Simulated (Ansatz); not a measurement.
Output of an Ansatz run (abridged):

```
Pseudopotentials: kind: paw
Pseudopotential: Mg, paw, valence charge 10
Pseudopotential: I, paw, valence charge 17
Crystal: 3 atoms, lattice volume = 103.303 Å³
Basis set: ecut = 420 eV, 1997 PW (Γ), exchange–correlation on 60×60×96 points (8 copies of the dense FFT grid, shifted against one another)
Bands: 27, of which v1, the nominal top of the filled ones, is band 22 counted from 1 (21 counted from 0)
Symmetry: 12 space group operations
Space group: P-3m1 (ITA 164), of the structure as read, at distance tolerance 4.7e-5 Å
k-points: 12 of 75
Initial density: superposition of atomic densities (neutral atoms: chi_scale 0, normalization atom), corrected by the library's trained network
Initial wavefunctions: pseudopotential atomic-orbital guess
Eigensolver: davidson
Functional: x = pbe(κ = 0.804, μ = 0.2195149727645171), c = pbe(β = 0.06672455060314922)
SCF iter   1: F=—  HF=-16952.780467 eV  |F-HF|=—  |Δ(HF+E_count)|=         —  Δρ=6.46e-4  dr2=2.12e-4  ethr=1.77e-3  ⟨swp⟩=8.8  Hψ=1649  notcnv=0
all-band conjugate gradients solve this SCF's bands
preconditioner: auto → Resta (q_TF=auto, 2.367 Å⁻¹)
SCF iter   2: F=—  HF=-16952.779887 eV  |F-HF|=—  |Δ(HF+E_count)|=   5.80e-4  Δρ=4.68e-4  dr2=4.14e-4  ethr=4.82e-7  ⟨swp⟩=3.1  Hψ=834  notcnv=0  defer=12
SCF iter   3: F=—  HF=-16952.779863 eV  |F-HF|=—  |Δ(HF+E_count)|=   2.40e-5  Δρ=2.67e-4  dr2=9.68e-5  ethr=4.82e-7  ⟨swp⟩=2.8  Hψ=577  notcnv=0  defer=12
SCF iter   4: F=—  HF=-16952.779938 eV  |F-HF|=—  |Δ(HF+E_count)|=   7.47e-5  Δρ=7.70e-5  dr2=1.02e-5  ethr=2.20e-7  ⟨swp⟩=3.0  Hψ=674  notcnv=0  defer=12
SCF iter   5: F=—  HF=-16952.779937 eV  |F-HF|=—  |Δ(HF+E_count)|=   7.12e-7  Δρ=4.01e-5  dr2=3.79e-6  ethr=2.31e-8  ⟨swp⟩=3.0  Hψ=600  notcnv=0  defer=12
SCF iter   6: F=—  HF=-16952.779936 eV  |F-HF|=—  |Δ(HF+E_count)|=   5.52e-7  Δρ=1.07e-5  dr2=2.45e-7  ethr=8.62e-9  ⟨swp⟩=3.0  Hψ=587  notcnv=0  defer=12
SCF iter   7: F=-16952.779936 eV  HF=-16952.779936 eV  |F-HF|=5.11e-9  |Δ(HF+E_count)|=   1.94e-8  Δρ=2.33e-6  dr2=1.14e-8  ethr=2.27e-10  ⟨swp⟩=9.7  Hψ=1422  notcnv=0
SCF 1 converged in 7 iterations: F = -16952.779936 eV  dr2 = 1.14e-8
SCF converged after 7 iterations
Free energy (F): -16952.779936 eV
Harris-Foulkes:  -16952.779936 eV  (|F-HF|=5.11e-9)
Internal energy: -16952.779936 eV  (E = F + TS)
E sigma→0 (E₀):  -16952.779936 eV
Fermi energy:    6.612550 eV
--- Per-component energies (eV) ---
  E_band       = -1127.509605
  E_kinetic    = 453.966450
  E_local      = -5846.981635  (includes V_loc(G=0)·N_el)
  E_nonlocal   = -85.624826
  E_hartree    = 2754.867687
  E_xc         = -285.251506
  E_vxc        = -294.804597  (∫ρ·V_xc dr)
  E_paw        = -9926.310692  (= ΣΔE_a)
  E_vpaw       = -863.795849  (= ΣTr[D̂ρ^β])
  E_aug_tail   = -0.000014  (compensation charges beyond the density's cutoff)
  E_ewald      = -4017.445401
  E_smearing   = -0.000000  (= −TS)
  E_closure    = 0.000000  (closes the sum)
  Σ components = -16952.779936   (vs F -16952.779936, Δ=0.00e0)
--- Forces (eV/Å), atoms counted from 1 ---
  atom   1  Mg     0.00000000     0.00000000     0.00000000
  atom   2  I     -0.00000000     0.00000000     0.01268314
  atom   3  I      0.00000000    -0.00000000    -0.01268314
  max |Σ_I F_I| component: 2.31e-18 eV/Å
--- Stress (GPa, compression-positive) ---
        1.010533       0.000000       0.000000
        0.000000       1.010533       0.000000
        0.000000       0.000000       1.237603
  P = ⅓ Tr σ = 1.0862 GPa (10.862 kbar)
  The stress holds the Pulay correction. Without it, at fixed plane waves, as pw.x and ABINIT print it: P = 1.0729 GPa
--- Band table (eV; the first three rows and the last of 12) ---
  k-point 0: bands = ["-70.4129", "-38.8101", "-38.8101", "-38.8098", "-38.8098", "-38.7978", "-38.7978", "-38.7973", "-38.7973", "-38.7921", "-38.7919", "-37.1660", "-37.1654", "-37.1654", "-7.2233", "-6.5194", "1.3233", "4.3689", "4.3689", [...]
  k-point 1: bands = ["-70.4129", "-38.8101", "-38.8101", "-38.8098", "-38.8098", "-38.7977", "-38.7977", "-38.7974", "-38.7974", "-38.7920", "-38.7919", "-37.1660", "-37.1654", "-37.1654", "-7.1226", "-6.6537", "1.8483", "3.8349", "4.4339", [...]
  k-point 2: bands = ["-70.4129", "-38.8100", "-38.8098", "-38.8098", "-38.8095", "-38.7980", "-38.7979", "-38.7973", "-38.7972", "-38.7919", "-38.7917", "-37.1659", "-37.1658", "-37.1655", "-7.0269", "-6.4244", "1.5867", "3.0954", "3.6601", [...]
  k-point 11: bands = ["-70.4128", "-38.8097", "-38.8096", "-38.8092", "-38.8092", "-38.7980", "-38.7979", "-38.7978", "-38.7974", "-38.7915", "-38.7915", "-37.1665", "-37.1659", "-37.1655", "-6.4193", "-6.3342", "1.4079", "1.9639", "2.6153", [...]
```

The structure:

```
CELL_PARAMETERS angstrom
      2.08164    -3.60551     0.00000
      2.08164     3.60551     0.00000
      0.00000     0.00000     6.88195
ATOMIC_POSITIONS crystal
  Mg 0.00000 0.00000 0.00000
  I  0.33333 0.66667 0.24200
  I  0.66667 0.33333 0.75800
```

Write an input that gives this output.

Other spellings and defaults could give the same log, and not every line can be read from it. The input that was run (DFT, PBE, plane waves, default PAW files):

Ansatz 0.2 input:
```yaml
# MgI2
crystal:
  lattice:
    - [2.081640, -3.605506, 0.000000]
    - [2.081640, 3.605506, 0.000000]
    - [0.000000, 0.000000, 6.881952]
  atoms:
    - { symbol: Mg, position_ang: [0.000000, 0.000000, 0.000000] }
    - { symbol: I, position_ang: [2.081640, 1.201835, 1.665432] }
    - { symbol: I, position_ang: [2.081640, -1.201835, 5.216520] }
basis:
  ecutwfc: 420.0 eV
kpoints:
  mp_grid:
    grid: [5, 5, 3]
hamiltonian:
  xc: pbe
  pseudopotentials:
    kind: paw
scf:
  occupations:
    method: fermi_dirac
    width: 0.01 eV
output:
  forces: true
  eigenvalues: true
  stress: true
```

The starting cell has typed, rounded lattice constants, without a prior relaxation at this level. Its lattice was rescaled by a random factor within 2.5 % of one. Spin-orbit coupling is off. Ansatz's pressure includes its estimate of the finite-basis (Pulay) stress.

Ansatz is a first-principles code.
